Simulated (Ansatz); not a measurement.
Start from YN in the rock salt structure (space group Fm-3m, No. 225; a = 4.896 Å).

Level of theory: r2SCAN (Ansatz, a quantum-chemistry and plane-wave program, PAW, no SOC).

For the base:

| Item | Result |
|---|---|
| Smallest direct gap | 0.98 eV |
| Width of the top valence band | 2.28 eV |
| Band gap | 0.58 eV |
| Electron mass | 1.3 mₑ along k, 0.15 mₑ across (at X) |

Now apply this change: cell and atoms relaxed at a pressure of 22.5 GPa.

Task: What happens to the smallest direct gap?

Result: The smallest direct gap falls by 0.318 eV (0.98 eV → 0.67 eV).

Task: What happens to the width of the top valence band?

Result: The width of the top valence band goes up by 0.32 eV to 2.60 eV.

Task: How does this affect the band gap?

Result: The band gap drops by 0.205 eV to 0.38 eV.

Task: How does this affect the electron mass?

Result: The electron mass becomes 1.2 mₑ along k, 0.11 mₑ across (at X) (base: 1.3 mₑ along k, 0.15 mₑ across (at X)).

Load acts through the strain it causes; cell and atoms are relaxed under it. Effective masses come from finite differences of ±0.01 Å⁻¹. Along k means along the line from Γ to the band edge. Stability against distortions was not tested. No other phases were tried under pressure.
